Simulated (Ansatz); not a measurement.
Results of PBEsol in Ansatz (plane waves, PAW) for HfS₂ (model structure, started from the rutile type, P4₂/mnm, No. 136, 6 atoms in the cell).

Run with plane-wave cutoff 500 eV, 8×8×10 k mesh (along the axes of the cell as run), Fermi–Dirac smearing 0.05 eV, scalar-relativistic PAW data made under PBE.

Cell (relaxed at this level):

HfS2 is modelled in the tetragonal space group P4₂/mnm (No. 136), the rutile structure, Pearson symbol tP6. Lattice parameters: a = b = 6.024 Å, c = 3.652 Å, α = β = γ = 90.00°. Hf on 2a is coordinated by 6 S at 2.491–2.565 Å (octahedral). S on 4f has 3 Hf at 2.491–2.565 Å. (Neighbours: up to the widest gap in distance over summed covalent radii, below 1.35, at either atom; cation-cation and far metal-metal contacts left out.)

Task: Predict the band gap.

Result: 
* **band gap**: 0.28 eV (on the SCF k mesh)

Note: the relaxation could raise the start's symmetry but not lower it, so the cell can be a saddle point.

Spin–orbit coupling is not included.

Static lattice: no zero-point or thermal effects.

A model structure was made by putting elements into a prototype or built by hand; it is no filed structure, need not be a known phase, and can be a saddle point held by its symmetry.

Ansatz is a quantum-chemistry and plane-wave program.
